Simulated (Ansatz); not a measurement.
The reference is La2O3 (space group P-3m1, No. 164; a = 3.906 Å, c = 6.040 Å).

The values are results of PBEsol/PAW in Ansatz (an electronic-structure program), without spin-orbit coupling, not measurements.

One change was made to it. Results:

The band gap falls by 2.096 eV, from 3.77 eV to 1.68 eV; the volume per atom increases by 12.86 Å³ (15.96 Å³ → 28.82 Å³).

**Question.** Which of these changes matches the shifts?
(A) O → S
(B) O → Se
(C) O → N

**Answer.** B, O → Se. For comparison, the band gap in the other runs: O → S gives 2.11 eV; O → N gives zero.

Other magnetic orders, which the real material may have, were not ruled out. No phonon test of stability was made. As relaxed here, La2Se3, La2S3 and La2N3 are hypothetical phases, not in the database extracts checked.
